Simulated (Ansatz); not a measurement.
System: CaHfSe3 (model structure, started from the cubic perovskite type, Pm-3m, No. 221, 5 atoms in the cell). Method: PBEsol+SOC (Ansatz, an electronic-structure program, plane waves, PAW).

The input as run:

Ansatz 0.2 input:
```yaml
crystal:
  lattice:
    - [5.1230742421, 0.0, 0.0]
    - [0.0, 5.1230742421, 0.0]
    - [0.0, 0.0, 5.1230742421]
  atoms:
    - { symbol: Ca, position: [0.0, 0.0, 0.0] }
    - { symbol: Hf, position: [0.5, 0.5, 0.5] }
    - { symbol: Se, position: [0.0, 0.5, 0.5] }
    - { symbol: Se, position: [0.5, 0.5, 0.0] }
    - { symbol: Se, position: [0.5, 0.0, 0.5] }
basis:
  ecutwfc: 520
  ecutrho_ratio: 4
  xc_grid: 2
kpoints:
  mp_grid: { grid: [12, 12, 12] }
hamiltonian:
  xc: pbesol
  dispersion: none
  pseudopotentials: { kind: paw }
scf:
  occupations: { method: fermi_dirac, width: 0.05 }
  convergence: { dr2_threshold: 0.0000000005 }
output:
  forces: true
  stress: true
  eigenvalues: true
magnetization:
  noncollinear: true
  spin_orbit: true
```

From the output:

```
Crystal: 5 atoms, lattice volume = 134.460 Å³
Basis set: ecut = 520 eV, 3695 PW (Γ), exchange–correlation on 80×80×80 points (8 copies of the dense FFT grid, shifted against one another)
Bands: 102, of which v1, the nominal top of the filled ones, is band 84 counted from 1 (83 counted from 0)
Symmetry: 48 space group operations + 48 with time reversal
k-points: 84 of 1728
Initial density: superposition of atomic densities (chi_scale 0.1, normalization cell, long waves kept (reshape's long-wave potential 0.00 eV rms))
Functional: x = pbesol(κ = 0.804, μ = 0.12345679012345678), c = pbesol(β = 0.046)
spin=Noncollinear: Kerker preconditioning applied to the charge; magnetization (m_x, m_y, m_z) channels mix plain (no charge-response kernel on spin).
SCF 1 converged in 15 iterations: F = -33689.242925 eV  dr2 = 6.25e-11
SCF converged after 15 iterations
Free energy (F): -33689.242925 eV
Internal energy: -33689.240567 eV  (E = F + TS)
E sigma→0 (E₀):  -33689.241746 eV
Fermi energy:    9.412635 eV
--- Forces (eV/Å), atoms counted from 1 ---
  atom   1  Ca    -0.00000000     0.00000000    -0.00000000
  atom   2  Hf     0.00000000    -0.00000000     0.00000000
  atom   3  Se     0.00000000    -0.00000000     0.00000000
  atom   4  Se     0.00000000     0.00000000     0.00000000
  atom   5  Se     0.00000000    -0.00000000    -0.00000000
--- Stress (GPa, compression-positive) ---
       -0.088088       0.000000       0.000000
       -0.000000      -0.088088       0.000000
        0.000000      -0.000000      -0.088088
  P = ⅓ Tr σ = -0.0881 GPa (-0.881 kbar)
```

The PAW data were made under PBE.

Note: the relaxation could raise the start's symmetry but not lower it, so the cell can be a saddle point.

The result took about 5 core-minutes (a rough figure).

A model structure was made by putting elements into a prototype or built by hand; it is no filed structure, need not be a known phase, and can be a saddle point held by its symmetry.
